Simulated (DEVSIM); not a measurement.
System: Si n+/n-/n+ resistor, at 300 K.

Layer 1 from the left is Si, thickness (μm) 0.110, Nd (cm⁻³) 4.4e17, τn (s) 6.2e-6, τp (s) 6.2e-6. Layer 2 from the left is Si, thickness (μm) 4.80, Nd (cm⁻³) 2.8e13, τn (s) 6.2e-6, τp (s) 1.9e-7. Layer 3 from the left is Si, thickness (μm) 0.920, Nd (cm⁻³) 4.4e18, τn (s) 6.2e-6, τp (s) 6.2e-6.

Left contact: ohmic. Right contact: ohmic. Voltage is applied to the left contact. Recombination: SRH at mid-gap, radiative. Gap narrowing is on: ΔEg = 6.92 meV × (l + √(l² + 0.5)), l = ln(N/1.3e17 cm⁻³), shared equally by both band edges. Mobility is μmin + (μ − μmin)/(1 + (N/Nref)^α).

The device is made up for the run: typed textbook-type constants, with dimensions and the other settings drawn at random. Values at 300 K.

Si: gap (eV) 1.124, affinity (eV) 4.05, permittivity 11.7, Nc (cm⁻³) 2.86e19, Nv (cm⁻³) 3.1e19, μn (cm²/Vs) 1417, μp (cm²/Vs) 470, μn,min 52, μp,min 45, Nref,n 9.7e16, Nref,p 2.2e17, αn 0.68, αp 0.72, B (cm³/s) 4.7e-15.

Simulated with DEVSIM: 1D drift-diffusion, Boltzmann statistics, complete ionisation; no tunnelling, impact ionisation, image-force lowering or self-heating.

Task: What does the simulation give for the dark forward voltage at 100 A/cm²?

Result: dark forward voltage at 100 A/cm² 1.836 V.
